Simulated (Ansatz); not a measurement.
# Ga (Cmcm, No. 63, 4 atoms in the cell; start mp-1067880; another form than the element's usual one)

Calculation: LDA (PAW; Ansatz, a quantum-chemistry and plane-wave program).

Numerical settings: plane-wave cutoff 520 eV, 14×14×12 k mesh (along the axes of the cell as run), Fermi–Dirac smearing 0.05 eV, scalar-relativistic PAW data made under PBE.

Cell (relaxed at this level):

Space group Cmcm (No. 63); a = 7.549 Å, b = 4.524 Å, c = 4.482 Å, α = β = γ = 90.00°

```tsv
atom	site	symmetry	x	y	z
Ga	8g	..m	0.1624	0.1711	0.2500
```
(The calculation used a cell of 4 atoms; values per cell refer to that cell.)

band gap: zero (no gap)
bulk modulus: 57.6 GPa

Note: the relaxation could not lower the start's symmetry, so the cell can be a saddle point above a distorted one; the bulk modulus is −V dP/dV from two relaxed cells at ±2 % in volume.

Spin–orbit coupling is not included.

A start named mp-… is a Materials Project structure, which need not be a measured phase.
